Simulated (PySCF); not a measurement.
PySCF 2.14.0, unrestricted PBE/def2-tzvp, df: Tl(I) triplet ([I][Tl]), charge 0, multiplicity 3, 2 atoms. The geometry is a generated start, not checked to be a minimum at this level.

```json
{
 "task": "energy",
 "method": "pbe",
 "basis": "def2-tzvp",
 "two_electron_scheme": "density fitting",
 "mol.max_memory": "3000 MB",
 "mf.max_cycle": "100",
 "mf.init_guess": "minao (default)",
 "mf.DIIS": "CDIIS (default)",
 "mf.conv_tol": "1e-09 (default)",
 "mf.grids.level": "3 (default)",
 "effective_core_potentials": "those of the basis set, past Kr",
 "basis_functions": "100",
 "grid_points": "44888"
}
```

```xyz
2

Tl    -0.9222    -0.6987    -0.8055
I      0.9222     0.6987     0.8055
```

Charge 0 and multiplicity 3 are set for this test and not shown to be the ground state.

One run each on 2 threads, 1 BLAS thread. Values of diis_space tried: 3, 5, 8 (default), 12, 20.

Q: How does the count of Fock builds change with diis_space, and where is it least?

A: Fewest Fock builds: 20 with 16. The count rises to 26 at 3. All converge to one solution.

| diis_space | Fock builds | end |
|---|---|---|
| 3 | 26 | same solution |
| 5 | 18 | same solution |
| 8 (default) | 18 | same solution |
| 12 | 18 | same solution |
| 20 | 16 | same solution |
